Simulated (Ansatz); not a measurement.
# MoSi2: response to strain

Consider MoSi₂ (space group I4/mmm, No. 139; a = 3.190 Å, c = 7.822 Å; relaxed with 0.1 eV smearing). Axes: x, y, z lie along a, b, c of the conventional cell.

Strains are applied to the cell and any free atomic positions relax; under biaxial strain the out-of-plane vector relaxes too.

Method: PBEsol, PAW, 420 eV (Ansatz, a first-principles code; no spin-orbit coupling).

Notes on the quantities. energy relative to the base: free energy F.

```csv
"biaxial strain, plane normal [001], relaxed out of plane (%)",energy relative to the base (meV/atom)
0,0.0
0.5,1.0
1,4.0
1.5,9.0
2,?
2.5,24.4
3,34.8
```

Task: Fit ΔE = Aε² + Bε³ (ε in %) to the rows shown and predict the withheld row.

Result: Least squares on the printed values gives A = 4.11 and B = -0.080 meV/atom (largest residual 0.0 meV/atom); this predicts 15.8 meV/atom, and the run gives 15.8 meV/atom, in agreement.

Stability against distortions was not tested. The final runs are not spin-polarised.
